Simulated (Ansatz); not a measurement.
A computed series for Sc: response to strain

The reference is Sc in the hcp (Mg type) structure (space group P6_3/mmc, No. 194; a = 3.2754 Å, c = 5.1051 Å; relaxed with 0.1 eV smearing). Axes: x lies along a and z along c of the hexagonal cell.

Strains are applied to the cell and any free atomic positions relax.

Calculations: DFT with PBEsol, PAW potentials and a 420 eV plane-wave cutoff in Ansatz (a quantum-chemistry and plane-wave program), no SOC.

Notes on the quantities. energy relative to the base: free energy F.

```tsv
uniaxial strain ε_xx (%)	energy relative to the base (meV/atom)
-3	7.3
-2.5	5.1
-2	3.2
-1.5	1.8
-1	?
-0.5	0.2
0	0.0
```

Q: Fit ΔE = Aε² + Bε³ (ε in %) to the rows shown and predict the withheld row.

A: Least squares on the printed values gives A = 0.794 and B = -0.0064 meV/atom (largest residual 0.0 meV/atom); this predicts 0.8 meV/atom, and the run gives 0.8 meV/atom, in agreement.

Whether these cells are dynamically stable was not tested. The final runs are not spin-polarised.
